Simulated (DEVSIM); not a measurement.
Structure: Schottky contact on n-type ZnO, at 300 K.

Layer 1 from the left is ZnO, thickness (μm) 0.960, Nd (cm⁻³) 2.7e17, τn (s) 1e-9, τp (s) 1e-9. Layer 2 from the left is ZnO, thickness (μm) 10.0, Nd (cm⁻³) 8.3e17, τn (s) 1e-9, τp (s) 1e-9.

Left contact: Schottky, work function 5.46 eV, emission velocity 4.4e6 cm/s. Right contact: ohmic. Voltage is applied to the left contact. Recombination: SRH at mid-gap. Mobility is constant in doping.

The device is made up for the run: typed textbook-type constants, with dimensions and the other settings drawn at random. Values at 300 K.

ZnO: gap (eV) 3.37, affinity (eV) 4.5, permittivity 8.7, Nc (cm⁻³) 3.7e18, Nv (cm⁻³) 1.8e19, μn (cm²/Vs) 200, μp (cm²/Vs) 20.

Model (solved in DEVSIM): 1D drift-diffusion, Boltzmann statistics, complete ionisation; no tunnelling, impact ionisation, image-force lowering or self-heating. Metal contacts follow the ideal Schottky-Mott rule: no Fermi-level pinning, no interface dipoles.

Dark forward current:

| |V| (V) | |J| (A/cm²) |
|---|---|
| 0.05 | 1.072e-9 |
| 0.10 | 8.469e-9 |
| 0.15 | 5.951e-8 |
| 0.20 | 4.116e-7 |
| 0.25 | 2.839e-6 |
| 0.30 | 1.957e-5 |
| 0.35 | 0.0001348 |
| 0.40 | 0.0009283 |
| 0.45 | 0.006386 |
| 0.50 | 0.04387 |
| 0.55 | 0.3008 |
| 0.60 | 2.051 |
| 0.65 | 13.68 |
| 0.70 | 81.61 |
| 0.75 | 339.4 |
| 0.80 | 861.1 |
| 0.85 | 1563 |
| 0.90 | 2364 |

Work out the local ideality factor n = ΔV / (kT/q · ln(J2/J1)) between the rows 0.15 and 0.20 V, 0.85 and 0.90 V.

kT/q = 25.85 mV. From 0.15 to 0.20 V: ln(4.116e-7/5.951e-8) = 1.934, n = 1.00, near the 1 of diffusion or emission over a barrier. From 0.85 to 0.90 V: ln(2364/1563) = 0.414, n = 4.67; the layers' resistance at their doping, Σ W/(qμN) = 4.9e-5 Ω cm², would take 39 mV of this step of 50 mV.

Estimate the current at 0.40 V for emission alone, J0 = q v N_band exp(−φB/kT), and read the barrier back from the simulated current.

φB = 0.960 eV, N_band = 3.70e18 cm⁻³, J0 = 1.94e-10 A/cm²; J = J0 (exp(qV/kT) − 1) = 0.00102 A/cm². The simulation gives 0.000928 A/cm²; the estimate lies 9.7 % above. Read backwards, the simulated current gives an apparent barrier of 0.962 eV. The estimate leaves out transport through the depletion region and minority injection.
